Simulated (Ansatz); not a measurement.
Band structure of HfGeS (P4/nmm, 6 atoms in the cell).

```
CELL_PARAMETERS angstrom
      3.59489     0.00000     0.00000
      0.00000     3.59489     0.00000
      0.00000     0.00000     7.89409
ATOMIC_POSITIONS crystal
  Hf 0.00000 0.50000 0.72619
  Hf 0.50000 0.00000 0.27381
  Ge 0.50000 0.50000 0.00000
  Ge 0.00000 0.00000 0.00000
  S  0.00000 0.50000 0.37986
  S  0.50000 0.00000 0.62014
```

Level of theory: LDA (PW92), PAW files made with PBE (plane waves; Ansatz, a program for electronic structure).

Settings: basis.ecutwfc = 420 eV; kpoints.mp_grid.grid = 7 7 4; hamiltonian.xc = lda; hamiltonian.pseudopotentials = {kind: paw} (an earlier, softer set of the program's PAW files); scf.occupations.method = fermi_dirac; scf.occupations.width = 0.05 eV; kpoints.band_path.npoints = 8.

The starting cell comes from a database of computed structures (which also holds hypothetical and non-ambient phases and stackings), without a prior relaxation at this level. Its lattice was rescaled by a random factor within 2.5 % of one. Spin-orbit coupling is off.

Levels in eV from the Fermi level, bands 43 to 50:
```csv
point,43,44,45,46,47,48,49,50
Γ,-2.59,-2.56,-2.56,-1.45,-0.48,0.32,1.02,1.26
X,-2.13,-2.13,-0.74,-0.74,0.53,0.53,1.63,1.63
M,-4.29,-4.29,-2.64,-2.64,2.61,2.61,2.72,2.72
Z,-3.13,-2.94,-2.55,-2.55,0.10,1.05,1.11,1.26
R,-2.30,-2.30,-0.41,-0.41,0.70,0.70,1.68,1.68
A,-4.10,-4.10,-2.77,-2.77,1.22,1.22,2.64,2.64
```

Bands cross the Fermi level along this path, so the cell is metallic at this level.

Keys are those of Ansatz 0.2.
